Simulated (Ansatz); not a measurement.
Double-hcp La: elastic constant C12 by level of theory

No measured value is used here.

```json
[
 {"level (code)": "LDA (Ansatz)", "value (GPa)": "18.9", "cell (Å³/atom)": "32.21"},
 {"level (code)": "PBE (Ansatz)", "value (GPa)": "15.3", "cell (Å³/atom)": "37.13"},
 {"level (code)": "PBEsol (Ansatz)", "value (GPa)": "15.7", "cell (Å³/atom)": "33.96"},
 {"level (code)": "r²SCAN (Ansatz)", "value (GPa)": "16.5", "cell (Å³/atom)": "37.27"}
]
```

Each level is taken at its own relaxed cell. Cutoffs differ between the levels. Ansatz's density-functional and Hartree–Fock values are scalar-relativistic unless marked +SOC, with PAW data made under PBE.

Ansatz is a first-principles code.
